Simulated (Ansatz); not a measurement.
**Pressure series in Tl**

Take Tl in the hcp (Mg type) structure (space group P6_3/mmc, No. 194; a = 3.5200 Å, c = 5.6016 Å) as the base.

Cell and atoms are relaxed at each pressure.

All numbers come from r2SCAN/PAW in Ansatz (a quantum-chemistry and plane-wave program), without spin-orbit coupling.

Candidates:
(a) pressure 100 GPa
(b) pressure 7 GPa
(c) pressure 15 GPa

For the base:

c/a ratio: 1.591

**Question.** Order them by c/a ratio, highest first.

**Answer.** (a) pressure 100 GPa (1.646), (c) pressure 15 GPa (1.626), (b) pressure 7 GPa (1.612)

Load acts through the strain it causes; cell and atoms are relaxed under it. Whether these cells are dynamically stable was not tested. No other phases were tried under pressure.
